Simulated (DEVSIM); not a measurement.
Device: Schottky contact on n-type Si, at 300 K.

Layer 1 from the left is Si, thickness (μm) 0.530, Nd (cm⁻³) 3.5e16, τn (s) 8.9e-7, τp (s) 8.9e-7.

Left contact: Schottky, work function 4.66 eV, emission velocity 6.5e6 cm/s. Right contact: ohmic. Voltage is applied to the left contact. Recombination: SRH at mid-gap. Mobility is constant in doping.

Constants are typed, rounded textbook-type inputs, not results; the design itself was drawn at random and stands for no fabricated device. Values at 300 K.

Si: gap (eV) 1.124, affinity (eV) 4.05, permittivity 11.7, Nc (cm⁻³) 2.86e19, Nv (cm⁻³) 3.1e19, μn (cm²/Vs) 1417, μp (cm²/Vs) 470.

Task: Estimate by hand the built-in potential, the peak field at zero bias, the capacitance at -0.6 V, and compare with a numerical solution.

Result: 
- Built-in potential: barrier φB = 0.610 eV; Vbi = φB − kT/q ln(N_band/N) = 0.437 V; numerical 0.437 V.
- Peak field at zero bias: depletion approximation: W = √(2εVbi/(qN)) = 0.127 μm with N = 3.50e16 cm⁻³; field = 2Vbi/W = 68800 V/cm; numerical 66400 V/cm (estimate above by 3.5 %).
- Capacitance at -0.6 V: C = √(qεN / 2(Vbi + |V|)) = 52.9 nF/cm²; numerical 53.6 nF/cm² (estimate below by 1.2 %).

DEVSIM, 1D drift-diffusion, Boltzmann statistics, complete ionisation; no tunnelling, impact ionisation, image-force lowering or self-heating. Metal contacts follow the ideal Schottky-Mott rule: no Fermi-level pinning, no interface dipoles.
